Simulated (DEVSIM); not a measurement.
Device: Au/HfO2/p-Si capacitor, at 400 K.

```csv
layer (left to right),material,thickness (nm),Na (cm⁻³)
1,HfO2,10.0,-
2,Si,740,6.1e17
```

Metal gate on the left, work function 5.1 eV. Fixed charge at the semiconductor interface -2.6e10 cm⁻² (in units of +e); no interface traps.

This is a model device: material constants are rounded textbook-type values typed into the input, and sizes, dopings and lifetimes were drawn at random. Values at 300 K; Nc and Nv go as T^1.5, mobilities as T to minus their exponent, the gap by Varshni's rule with the affinity fixed.

| parameter | HfO2 | Si |
|---|---|---|
| gap (eV) | 5.7 | 1.124 |
| affinity (eV) | 2.5 | 4.05 |
| permittivity | 22 | 11.7 |
| Nc (cm⁻³) | - | 2.86e19 |
| Nv (cm⁻³) | - | 3.1e19 |
| Varshni α (eV/K) | - | 0.000473 |
| Varshni β (K) | - | 636 |

DEVSIM, 1D Poisson equation in equilibrium, Boltzmann statistics, complete ionisation; no quantum confinement or tunnelling. Metal contacts follow the ideal Schottky-Mott rule: no Fermi-level pinning, no interface dipoles.

The HfO2 thickness was swept, all else fixed.

| HfO2 thickness (μm) | threshold voltage (band bending 2φF) (V) | capacitance of the dielectric stack (μF/cm²) | minimum of the low-frequency capacitance (μF/cm²) |
|---|---|---|---|
| 0.004 | 0.99 | 4.87 | 0.278 |
| 0.0055 | 1.02 | 3.54 | 0.268 |
| 0.007 | 1.05 | 2.78 | 0.262 |
| 0.0085 | 1.08 | 2.29 | 0.259 |
| 0.01 | 1.11 | 1.95 | 0.254 |
| 0.012 | 1.15 | 1.62 | 0.245 |

From the first row to the last the threshold voltage (band bending 2φF) goes from 0.99 to 1.15. From the first row to the last the capacitance of the dielectric stack goes from 4.87 to 1.62.
